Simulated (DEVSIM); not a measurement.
Device: illuminated Si n-on-p cell, one wavelength, with a back-surface field, at 350 K.

```tsv
layer (left to right)	material	thickness (μm)	Nd (cm⁻³)	Na (cm⁻³)	τn (s)	τp (s)	absorption coefficient (cm⁻¹)
1	Si	0.290	1.7e19	-	8e-9	3.4e-9	500
2	Si	26.0	-	4.9e15	2.1e-7	2.1e-7	500
3	Si	1.30	-	1.3e18	2.1e-7	2.1e-7	500
```

Left contact: ohmic, minority hole recombination velocity 1e7 cm/s. Right contact: ohmic, minority electron recombination velocity 70 cm/s. Voltage is applied to the left contact. Recombination: SRH at mid-gap, radiative, Auger. Gap narrowing is on: ΔEg = 6.92 meV × (l + √(l² + 0.5)), l = ln(N/1.3e17 cm⁻³), shared equally by both band edges. Light enters at the left, 1.4e18 photons cm⁻² s⁻¹, one pass, no reflection. Mobility is μmin + (μ − μmin)/(1 + (N/Nref)^α).

This is a model device: material constants are rounded textbook-type values typed into the input, and sizes, dopings and lifetimes were drawn at random. Values at 300 K; Nc and Nv go as T^1.5, mobilities as T to minus their exponent, the gap by Varshni's rule with the affinity fixed.

```tsv
parameter	Si
gap (eV)	1.124
affinity (eV)	4.05
permittivity	11.7
Nc (cm⁻³)	2.86e19
Nv (cm⁻³)	3.1e19
μn (cm²/Vs)	1417
μp (cm²/Vs)	470
μn,min	52
μp,min	45
Nref,n	9.7e16
Nref,p	2.2e17
αn	0.68
αp	0.72
T exponent of μn	2.3
T exponent of μp	2.2
B (cm³/s)	4.7e-15
Cn (cm⁶/s)	2.8e-31
Cp (cm⁶/s)	9.9e-32
Varshni α (eV/K)	0.000473
Varshni β (K)	636
```

Model (solved in DEVSIM): 1D drift-diffusion, Boltzmann statistics, complete ionisation; no tunnelling, impact ionisation, image-force lowering or self-heating.

The photon flux was swept, all else fixed.

| photon flux (cm^-2 s^-1) | share of generated pairs collected at short circuit | largest power (mW/cm²) | short-circuit current (mA/cm²) | fill factor |
|---|---|---|---|---|
| 4.2e16 | 0.773 | 0.930 | … | … |
| 1.4e17 | 0.774 | 3.56 | 13.0 | 0.72 |
| 4.2e17 | 0.774 | 11.9 | 39.0 | 0.74 |
| 1.4e18 | 0.776 | 44.2 | 130 | 0.75 |
| 4.2e18 | 0.781 | 146 | 393 | 0.76 |
| 1.4e19 | 0.795 | 537 | 1340 | 0.76 |
| 4.2e19 | 0.827 | 1780 | 4170 | 0.74 |

### Question
Fill in the missing entries.

### Answer

- 4.2e16, short-circuit current (mA/cm²): 3.89
- 4.2e16, fill factor: 0.70
